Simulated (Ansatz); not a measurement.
Ansatz (a quantum-chemistry and plane-wave program) run on Sr2Mg (I4/mmm, 3 atoms in the cell): self-consistent single point

Level of theory: PBEsol, harder PAW files (source: ansatz) made with PBE (plane waves; Ansatz).

Input as run:

Ansatz 0.2 input:
```yaml
crystal:
  lattice:
    - [-2.11821000, 2.11821000, 7.24749000]
    - [2.11821000, -2.11821000, 7.24749000]
    - [2.11821000, 2.11821000, -7.24749000]
  atoms:
    - { symbol: Sr, position: [0.35803000, 0.35803000, 0.00000000] }
    - { symbol: Sr, position: [0.64197000, 0.64197000, 0.00000000] }
    - { symbol: Mg, position: [0.00000000, 0.00000000, 0.00000000] }
basis:
  ecutwfc: 45.6 Ry
kpoints:
  mp_grid: { grid: [13, 13, 13] }
hamiltonian:
  xc: pbesol
  pseudopotentials: { kind: paw, source: ansatz }
scf:
  occupations: { method: gaussian, width: 0.0073 Ry }
output:
  forces: true
  eigenvalues: true
  stress: true
```

Output (repeated stretches shortened):

```
WARN ansatz: RAYON_NUM_THREADS=1 ignored (pool sized by the plan → 1); use --threads N
basis.fft_grid_basis auto: the FFT boxes are laid along the combinations [[1, 0, 1], [0, 1, 1], [0, 0, 1]] of the cell's own vectors, 4.236, 4.236 and 7.842 Å …
Pseudopotentials: kind: paw
Pseudopotential: Sr, paw, valence charge 10
Pseudopotential: Mg, paw, valence charge 10
Crystal: 3 atoms, lattice volume = 130.073 Å³
Basis set: ecut = 620.4196064085264 eV, 4549 PW (Γ), FFT grids on a1+a3, a2+a3, a3, exchange–correlation on 72×72×128 points (8 copies of the dense FFT grid, shifted against one another)
Bands: 19, of which v1, the nominal top of the filled ones, is band 15 counted from 1 (14 counted from 0)
Symmetry: 16 space group operations
Space group: I4/mmm (ITA 139), of the structure as read, at distance tolerance 5.1e-5 Å
k-points: 196 of 2197
PAW frozen core: Sr, regenerated for the run's functional, and the local potential with it
PAW frozen core: Mg, regenerated for the run's functional, and the local potential with it
Initial density: superposition of atomic densities (chi_scale 0.1, normalization cell, long waves kept (reshape's long-wave potential 0.02 eV rms))
Initial wavefunctions: pseudopotential atomic-orbital guess
Eigensolver: davidson
Functional: x = pbesol(κ = 0.804, μ = 0.12345679012345678), c = pbesol(β = 0.046)
SCF iter   1: F=—  HF=-8897.841774 eV  |F-HF|=—  |Δ(HF+E_count)|=         —  Δρ=1.37e-2  dr2=4.62e-1  ethr=3.10e-3  ⟨swp⟩=7.8  Hψ=22195  notcnv=0
all-band conjugate gradients solve this SCF's bands
preconditioner: auto → Kerker (q_TF=auto, 2.137 Å⁻¹)
SCF iter   2: F=—  HF=-8897.735875 eV  |F-HF|=—  |Δ(HF+E_count)|=   1.06e-1  Δρ=7.57e-3  dr2=1.86e-1  ethr=1.54e-3  ⟨swp⟩=2.1  Hψ=5803  notcnv=0
SCF iter   3: F=—  HF=-8897.674536 eV  |F-HF|=—  |Δ(HF+E_count)|=   6.13e-2  Δρ=2.06e-3  dr2=1.03e-2  ethr=6.19e-4  ⟨swp⟩=2.6  Hψ=5292  notcnv=0
SCF iter   4: F=—  HF=-8897.670886 eV  |F-HF|=—  |Δ(HF+E_count)|=   3.65e-3  Δρ=6.43e-4  dr2=1.73e-3  ethr=3.43e-5  ⟨swp⟩=2.0  Hψ=6589  notcnv=0
SCF iter   5: F=—  HF=-8897.670598 eV  |F-HF|=—  |Δ(HF+E_count)|=   2.88e-4  Δρ=1.18e-4  dr2=3.93e-5  ethr=5.77e-6  ⟨swp⟩=1.7  Hψ=4015  notcnv=0
SCF iter   6: F=—  HF=-8897.670696 eV  |F-HF|=—  |Δ(HF+E_count)|=   9.83e-5  Δρ=2.58e-5  dr2=1.13e-6  ethr=1.31e-7  ⟨swp⟩=2.8  Hψ=6546  notcnv=0
SCF iter   7: F=—  HF=-8897.670696 eV  |F-HF|=—  |Δ(HF+E_count)|=   1.21e-7  Δρ=7.31e-6  dr2=1.35e-7  ethr=3.33e-10  ⟨swp⟩=9.0  Hψ=21925  notcnv=0
SCF iter   8: F=-8897.670696 eV  HF=-8897.670696 eV  |F-HF|=3.07e-9  |Δ(HF+E_count)|=   3.30e-9  Δρ=1.40e-6  dr2=6.36e-9  ethr=3.33e-10  ⟨swp⟩=5.0  Hψ=12644  notcnv=0
SCF 1 converged in 8 iterations: F = -8897.670696 eV  dr2 = 6.36e-9
SCF converged after 8 iterations
Free energy (F): -8897.670696 eV
Harris-Foulkes:  -8897.670696 eV  (|F-HF|=3.07e-9)
Internal energy: -8897.655371 eV  (E = F + TS)
E sigma→0 (E₀):  -8897.663033 eV
Entropy (-TS):   -0.015326 eV (-5.109 meV/atom)
Fermi energy:    5.078732 eV
--- Per-component energies (eV) ---
  E_band       = -627.321338
  E_kinetic    = 722.921074
  E_local      = -3261.710296  (includes V_loc(G=0)·N_el)
  E_nonlocal   = 263.320661
  E_hartree    = 1058.314144
  E_xc         = -455.211805
  E_vxc        = -450.759356  (∫ρ·V_xc dr)
  E_paw        = -5485.428825  (= ΣΔE_a)
  E_vpaw       = -17.721611  (= ΣTr[D̂ρ^β])
  E_aug_tail   = -0.000535  (compensation charges beyond the density's cutoff)
  E_ewald      = -1740.187009
  E_core_change = 0.327219  (= ΣΔE_core)
  E_smearing   = -0.015326  (= −TS)
  E_closure    = 0.000000  (closes the sum)
  Σ components = -8897.670696   (vs F -8897.670696, Δ=0.00e0)
--- Forces (eV/Å), atoms counted from 1 ---
  atom   1  Sr     0.00000000     0.00000000    -0.00388955
  atom   2  Sr    -0.00000000     0.00000000     0.00388955
  atom   3  Mg     0.00000000    -0.00000000     0.00000000
  max |Σ_I F_I| component: 5.48e-18 eV/Å
--- Stress (GPa, compression-positive) ---
       -0.937377       0.000000       0.000000
        0.000000      -0.937377       0.000000
        0.000000      -0.000000      -0.820570
  P = ⅓ Tr σ = -0.8984 GPa (-8.984 kbar)
  The stress holds the Pulay correction. Without it, at fixed plane waves, as pw.x and ABINIT print it: P = -0.9011 GPa
--- Band table (eV; the first three rows and the last of 196) ---
  k-point 0: bands = ["-70.6228", "-37.5755", "-37.5677", "-37.5677", "-31.1187", "-31.1070", "-13.2194", "-13.0765", "-13.0765", "-13.0543", "-13.0543", "-13.0521", "0.6935", "3.6172", "4.1985", "6.1402", "6.4078", "7.1981", "7.6033"]
  k-point 1: bands = ["-70.6228", "-37.5755", "-37.5677", "-37.5677", "-31.1179", "-31.1066", "-13.2160", "-13.0850", "-13.0830", "-13.0626", "-13.0598", "-13.0490", "0.8100", "3.7439", "4.2283", "6.1480", "6.2133", "6.9117", "7.7611"]
  k-point 2: bands = ["-70.6228", "-37.5754", "-37.5678", "-37.5678", "-31.1155", "-31.1055", "-13.2068", "-13.1015", "-13.1009", "-13.0849", "-13.0752", "-13.0470", "1.1484", "4.1042", "4.3196", "5.8213", "6.1642", "6.5075", "7.6028"]
  k-point 195: bands = ["-70.6228", "-37.5755", "-37.5677", "-37.5677", "-31.1143", "-31.1108", "-13.1382", "-13.1367", "-13.0886", "-13.0830", "-13.0531", "-13.0466", "1.1910", "2.2566", "5.5280", "5.7365", "6.8762", "7.0663", "7.1250"]
```

The run converged in 8 iterations.

The starting cell comes from a database of computed structures (which also holds hypothetical and non-ambient phases and stackings), without a prior relaxation at this level. Ansatz's pressure includes its estimate of the finite-basis (Pulay) stress.

Cost on one core of a shared machine: roughly 40 s.
